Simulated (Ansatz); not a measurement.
CdTe: pressure series

Base system: CdTe in the zinc blende structure (space group F-43m, No. 216; a = 6.6180 Å).

Cell and atoms are relaxed at each pressure.

Computed with PBE/PAW in Ansatz (a first-principles code), no SOC.

For the base:

```
Property    Value
--------  -------
Band gap  0.59 eV
```

### Question
The aim is a band gap between 0.70 eV and 0.76 eV. Which of these changes reaches it?
(A) pressure 60 GPa
(B) pressure 18 GPa
(C) pressure 1.8 GPa
(D) pressure 9 GPa

### Answer
C, pressure 1.8 GPa. It gives 0.72 eV; pressure 60 GPa gives 1.25 eV; pressure 18 GPa gives 1.41 eV; pressure 9 GPa gives 1.10 eV. Changes not listed may reach it too

With Te present, leaving out spin-orbit coupling can change the band edges. Load acts through the strain it causes; cell and atoms are relaxed under it. Whether these cells are dynamically stable was not tested. Measured, CdTe leaves this structure (for cinnabar) near 3.53 GPa (temperature not stated; as listed in Datta, Sujoy, Jana, Debnarayan, arXiv (2020)), on rising pressure, with hysteresis.
